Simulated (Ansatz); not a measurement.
**MoSi2: energy against strain**

MoSi2 (MoSi2 type, I4/mmm, 13.061 Å³/atom at rest, c along z) under an equal strain ε in the (001) plane with the normal axis free, as in a coherent film. LDA in Ansatz, a plane-wave DFT program (PAW, default set), 420 eV, 25×25×25 Γ-centred mesh, Fermi-Dirac smearing 0.10 eV; ions are relaxed within the symmetry of each cell.

Here s stands for strain and y for E less E0.

```
strain (%)  E less E0 (meV/atom)
----------  --------------------
-1.50                       9.82
-1.00                       4.34
-0.50                       1.08
0.00                        0.00
0.50                        1.02
1.00                        4.06
1.50                        9.07
3.00                           ?
```

Fit y against s with a parabola, and predict the withheld value at s = 3.00.

Least squares gives y = 0.001 - 0.2050·s + 4.1976·s². Residuals (row less fit): 0.067, -0.064, -0.073, -0.001, 0.072, 0.066, -0.068; standard error 0.084 (degrees of freedom: 4). Twice the quadratic coefficient over the volume, 2 × 4.1976 meV × 10⁴ × 0.1602 / 13.061 Å³, is twice the biaxial elastic modulus of this plane = 1030 ± 9 GPa. At the withheld row, y = 0.001 - 0.2050 × 3.0 + 4.1976 × 3.0² = 37.164 meV/atom. The calculation gives 35.18 meV/atom, 1.984 meV/atom below the prediction (5.6 % of the range of y in the table). The row lies outside the fitted rows, so this is an extrapolation. From the scatter of the fitted rows alone, a prediction at this place has a standard error of 0.320 meV/atom, so the miss is 6.2 times that.

One order more, fitted to all 13 runs of the series, follows each within 0.01, so the miss is the next term of a smooth law. In a metal these values are sensitive to mesh and smearing; energies are taken to zero smearing, stresses follow the free energy. Rows are the converged runs of the series near zero and its far end; series whose fitted rows scatter by over a few per cent of the range, as at a crossing or softening among them, aren't shown in this form. Most that stay on the fit to the last digits aren't either.
